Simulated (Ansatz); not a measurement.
BN, response to strain

Take BN in the zinc blende structure (space group F-43m, No. 216) as the base.

```
BN
1.0
    0.00000     1.80486     1.80486
    1.80486     0.00000     1.80486
    1.80486     1.80486     0.00000
B N
1 1
Direct
  0.00000   0.00000   0.00000
  0.25000   0.25000   0.25000
```

Cartesian axes are those of the cell as printed.

Strains are applied to the cell and any free atomic positions relax; under biaxial strain the out-of-plane vector relaxes too.

The values are results of r2SCAN/PAW in Ansatz (a first-principles code), scalar-relativistic without spin-orbit coupling, not measurements.

```csv
"biaxial strain, plane normal [111], relaxed out of plane (%)",band gap (eV)
0,5.00
0.42,4.98
0.83,4.96
1.25,4.93
1.67,4.91
2.08,?
2.5,4.87
```

Problem. Fit E_g = E₀ + Dε (ε in %) to the rows shown and predict the withheld row.

Solution. Least squares on the printed values gives E₀ = 5.00 eV, D = -53.1 meV per % of strain (largest residual 0.00 eV); this predicts 4.89 eV, and the run gives 4.89 eV, in agreement.

Whether these cells are dynamically stable was not tested.
